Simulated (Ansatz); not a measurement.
Take MoSi$_{2}$ (space group I4/mmm, No. 139; relaxed with 0.1 eV smearing) as the base.

```
CELL_PARAMETERS angstrom
     -1.58700     1.58700     3.88936
      1.58700    -1.58700     3.88936
      1.58700     1.58700    -3.88936
ATOMIC_POSITIONS crystal
  Si 0.66479 0.66479 0.00000
  Si 0.33521 0.33521 0.00000
  Mo 0.00000 0.00000 0.00000
```

Computed with LDA (Ansatz, a program for electronic structure, PAW, no spin-orbit coupling).

Before the change:

```
Quantity    Value
--------  -------
Pressure  0.0 GPa
Band gap     zero
```

The change: the cell is scaled by 0.9900 in all directions; the atoms relax in the strained cell.

Question: What happens to the energy relative to the base?

Answer: The energy rises by 8.6 meV/atom.

Question: What happens to the pressure?

Answer: The pressure (mean of the normal stresses, compression positive) goes from zero to 7.3 GPa.

Question: What happens to the band gap?

Answer: The band gap is still zero.

Whether these cells are dynamically stable was not tested. The final runs are not spin-polarised.
